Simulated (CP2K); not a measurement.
A self-consistent single point of BaAlGeH (P3m1, 4 atoms in the cell) with CP2K.

Method of the run: LDA (Pade form), GPW, DZVP-MOLOPT-SR-GTH basis, GTH-PADE potentials (GTH_POTENTIALS) run with CP2K.

```
BaAlGeH
1.0
    4.40073     0.00000     0.00000
   -2.20036     3.81114     0.00000
    0.00000     0.00000     5.27210
Ba Al Ge H
1 1 1 1
Cartesian
  0.00000   2.54076   0.52204
  0.00000   0.00000   3.38126
  2.20037   1.27038   2.91410
  0.00000   0.00000   5.12917
```

Reference input (self-consistent single point, DFT LDA (Pade form), GPW, DZVP-MOLOPT-SR-GTH basis, GTH-PADE potentials (GTH_POTENTIALS)): CUTOFF = 500 Ry; REL_CUTOFF = 60 Ry; SMEAR/METHOD = FERMI_DIRAC; ELECTRONIC_TEMPERATURE = 116.05 K; KPOINTS/SCHEME = MONKHORST-PACK 5 5 3; XC_FUNCTIONAL = PADE; Ba/BASIS_SET = DZVP-MOLOPT-SR-GTH-q10; Ba/POTENTIAL = GTH-PADE-q10; Al/BASIS_SET = DZVP-MOLOPT-SR-GTH-q3; Al/POTENTIAL = GTH-PADE-q3; Ge/BASIS_SET = DZVP-MOLOPT-SR-GTH-q4; Ge/POTENTIAL = GTH-PADE-q4. This run's input differs from it in these lines:

```diff
@@ -40,3 +40,3 @@
     &KPOINTS
-      SCHEME MONKHORST-PACK 5 5 3
+      SCHEME MACDONALD 4 4 3 0.125 0.125 0
     &END KPOINTS
```

Output (repeated stretches shortened):

```
 SCF WAVEFUNCTION OPTIMIZATION

  Step     Update method      Time    Convergence         Total energy    Change
     1 NoMix/Diag. 0.30E+00      -     2.14968330       -32.4696521599 -3.25E+01
     2 Broy./Diag. 0.30E+00      -     0.01689316       -32.4028143122  6.68E-02
     3 Broy./Diag. 0.30E+00      -     0.07038434       -32.2313724480  1.71E-01
     4 Broy./Diag. 0.30E+00      -     0.00625329       -32.2549370051 -2.36E-02
     5 Broy./Diag. 0.30E+00      -     0.00425432       -32.2710197334 -1.61E-02
     6 Broy./Diag. 0.30E+00      -     0.00118350       -32.2796912521 -8.67E-03
   [... 10 lines left out ...]
    17 Broy./Diag. 0.30E+00      -     0.00000054       -32.2845422508 -1.55E-06
    18 Broy./Diag. 0.30E+00      -     0.00000016       -32.2845436356 -1.38E-06
    19 Broy./Diag. 0.30E+00      -     0.00000023       -32.2845445180 -8.82E-07
    20 Broy./Diag. 0.30E+00      -     0.00000005       -32.2845447964 -2.78E-07
  *** SCF run converged in    20 steps ***

  Overlap energy of the core charge distribution:               0.00000000004588
  Self energy of the core charge distribution:                -67.65051024947634
  Core Hamiltonian energy:                                     13.68694254957818
  Hartree energy:                                              27.66643525049467
  Exchange-correlation energy:                                 -5.98741234704801
  Electronic entropic energy:                                  -0.00000000000000
  Fermi energy:                                                 0.19851055838980

  Total energy:                                               -32.28454479640562
  Total energy (extrapolated to T->0):                        -32.28454479640562

   [... lines left out ...]

 STRESS| Analytical stress tensor [bar]
 STRESS|                        x                   y                   z
 STRESS|      x       -3.86514947029E+04  -1.86118053525E-01   8.14214148580E-02
 STRESS|      y       -1.86118053525E-01  -3.86519773904E+04  -4.03560871431E-01
 STRESS|      z        8.14214148580E-02  -4.03560871431E-01  -5.24999683295E+04
 STRESS| 1/3 Trace                                            -4.32678134742E+04
```

The run converged in 20 iterations. Against the reference run the free energy goes up by 11.1 meV/atom, the pressure stays near -4.33 GPa while the zz stress (positive for compression) goes from -4.94 to -5.25 GPa, the largest force goes from 0.307 to 0.325 eV/Å and the gap on the mesh goes from 1.096 to 0.909 eV.

The starting cell comes from a database of computed structures (which also holds hypothetical and non-ambient phases and stackings), without a prior relaxation at this level. Its lattice was rescaled by a random factor within 2.5 % of one. Values carry the incompleteness of an atom-centred basis. With a pressure of about -4 GPa the cell is away from its equilibrium volume at this level.
